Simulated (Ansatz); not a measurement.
**Worked energetics: Si(111):H with two OH**

System: Si(111):H with two OH, 3 bilayers in a 11.5 x 6.6 Å surface cell, sampled on 1x2x1. The numbers are results of PBE-D3(BJ) (plane waves to 420 eV, PAW; Ansatz, a program for electronic structure), not measurements. The slab states were run without spin polarisation. No spin-orbit coupling. No Hubbard U. Static barriers from climbing-image NEB or a saddle search; ends from one prepared geometry each; cell and mesh not converged. The saddle order is not shown.

Consider this step: H2O attacks the fragment of TaCl5 (twice exchanged) and HCl forms, starting from the surface left by an earlier step (the surface fragment of TaCl5 exchanges a second ligand with a neighbouring O-H group), after HCl has left.

Total energies of the cell in eV (only differences have meaning):

```csv
state,energy (eV)
start,-37967.738
top of the barrier,-37966.878
end,-37967.598
```

Problem. Work out the barrier, the reaction energy, the back barrier, the rate at 773 K and the temperature at which it reaches one per second, for an assumed prefactor of 1e13 per second.

Solution. Barrier = -37966.878 - (-37967.738) = 0.86 eV. Reaction energy = -37967.598 - (-37967.738) = +0.14 eV. Back barrier = -37966.878 - (-37967.598) = 0.72 eV.
With an assumed prefactor of 1e13 per second, the rate at 773 K (kT = 0.0666 eV) is 1e13 x exp(-0.86 / 0.0666) = about 10^7.4 per second, and it reaches one per second at T = 0.86 / (8.617e-5 x ln 1e13) = about 330 K. This rate is for a molecule that stays adsorbed, which desorption can pre-empt. A hydrogen atom moves in this step, so zero-point energy and tunnelling, left out here, usually make it faster, above all at low temperature.

Here TaCl5 is the monomer.
